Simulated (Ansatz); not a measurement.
The parent structure is MgTe in the wurtzite structure (space group P6_3mc, No. 186; a = 4.6085 Å, c = 7.5007 Å).

All numbers come from PBE (Ansatz, a quantum-chemistry and plane-wave program; PAW; 420 eV plane waves; no spin-orbit coupling).

For the base:

```
Quantity            Value
---------------  --------
Volume per atom  34.49 Å³
c/a ratio           1.628
```

Modification: cell and atoms relaxed at a pressure of 10 GPa.

Q: Estimate the effect on the volume per atom and c/a ratio.

A: The volume per atom decreases by 6.16 Å³ to 28.33 Å³; the c/a ratio decreases by 0.003 (1.628 → 1.625).

Load acts through the strain it causes; cell and atoms are relaxed under it. Whether these cells are dynamically stable was not tested. Tetrahedral semiconductors of this kind turn to denser phases somewhere between about 1 and 50 GPa; those were not computed, so compressed cells here can lie past the real transition.
